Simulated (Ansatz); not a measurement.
An Ansatz (a first-principles code) input (PBEsol (Ansatz, PAW, no spin-orbit coupling)):

Ansatz 0.2 input:
```yaml
crystal:
  lattice:
    - [0, 3.4706948986, 3.4533414241]
    - [3.4706948986, 0, 3.4533414241]
    - [3.4706948986, 3.4706948986, 0]
  atoms:
    - { symbol: Ba, position: [0, 0, 0] }
    - { symbol: Te, position: [0.5, 0.5, 0.5] }
basis: { ecutwfc: 420, ecutrho_ratio: 4, xc_grid: 2, fft_grid_basis: typed }
kpoints: { mp_grid: { grid: [8, 8, 8] } }
hamiltonian:
  xc: pbesol
  dispersion: none
  pseudopotentials: { kind: paw }
scf: { occupations: { method: fermi_dirac, width: 0.05 }, convergence: { dr2_threshold: 0.0000000002 } }
relax: { f_tol: 0.005, max_steps: 50 }
output: { forces: true, stress: true }
checkpoint: { write: state.ck, write_every: 1000 }
```

Problem. Which symmetry and how many k-points will the program report, and about how many plane waves at Γ?

Solution. Space group I4/mmm (ITA 139) with 16 operations, k-points 59 of 512, and 1639 plane waves at Γ.

The cells carry an imposed strain or load. Stability against distortions was not tested. The cell was made from BaTe in the rock salt structure (space group Fm-3m, No. 225) by this change: uniaxial strain ε_zz = −0.50 %.
